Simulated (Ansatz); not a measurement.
# Band gap of B₂O₃ (model structure, started from the beta Ga2O3 type, C2/m, No. 12, 10 atoms in the cell) at several levels of theory

No measured value is used here.

| level (code) | value (eV) | cell (Å³/atom) |
|---|---|---|
| LDA (Ansatz) | 6.09 (indirect) | 6.64 |
| PBEsol (Ansatz) | ? | 7.29 |
| r²SCAN (Ansatz) | 6.84 (indirect) | 6.99 |
| r²SCAN+rVV10 (Ansatz) | 6.80 (indirect) | 6.74 |

Some entries are withheld; supply them.


- PBEsol (Ansatz, a quantum-chemistry and plane-wave program), value (eV): 6.01 (indirect)

Computed values are for a static lattice.  Each level is taken at its own relaxed cell. Cutoffs differ between the levels. Ansatz's density-functional and Hartree–Fock values are scalar-relativistic unless marked +SOC, with PAW data made under PBE.

A model structure was made by putting elements into a prototype or built by hand; it is no filed structure, need not be a known phase, and can be a saddle point held by its symmetry.
